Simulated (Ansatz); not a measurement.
Input:

```yaml
crystal:
  lattice:
    - [10.95554, 0.00000, 0.00000]
    - [0.00000, 3.91365, 0.00000]
    - [0.00000, 0.00000, 4.34788]
  atoms:
    - { symbol: Sn, position: [0.11279, 0.25000, 0.08886] }
    - { symbol: Sn, position: [0.38721, 0.75000, 0.58886] }
    - { symbol: Sn, position: [0.88721, 0.75000, 0.91114] }
    - { symbol: Sn, position: [0.61279, 0.25000, 0.41114] }
    - { symbol: Se, position: [0.85795, 0.25000, 0.47930] }
    - { symbol: Se, position: [0.64205, 0.75000, 0.97930] }
    - { symbol: Se, position: [0.14205, 0.75000, 0.52070] }
    - { symbol: Se, position: [0.35795, 0.25000, 0.02070] }
```

No spin polarisation.

Level of theory: r2SCAN+rVV10 (Ansatz, a program for electronic structure; PAW; 500 eV plane waves; scalar-relativistic without spin-orbit coupling). k-mesh 3×8×7 (Γ-centred); smearing 0.05 eV (Fermi–Dirac).

Problem. Predict the band gap, pressure and space group.

Solution. 
* **Band gap**: zero
* **Pressure (mean of the normal stresses, compression positive)**: 7.8 GPa
* **Space group**: Pnma (No. 62)

The mesh was chosen for an insulator and is coarse for the gapless case. The cells carry an imposed strain or load. Whether these cells are dynamically stable was not tested. The final runs are not spin-polarised. The cell was made from SnSe in the GeS type structure (space group Pnma, No. 62; layered, stacked along the Cartesian x axis) by this change: isotropic strain −5.03 %. The zero or small gap of SnSe under isotropic strain −5.03 % can change with the level of theory.
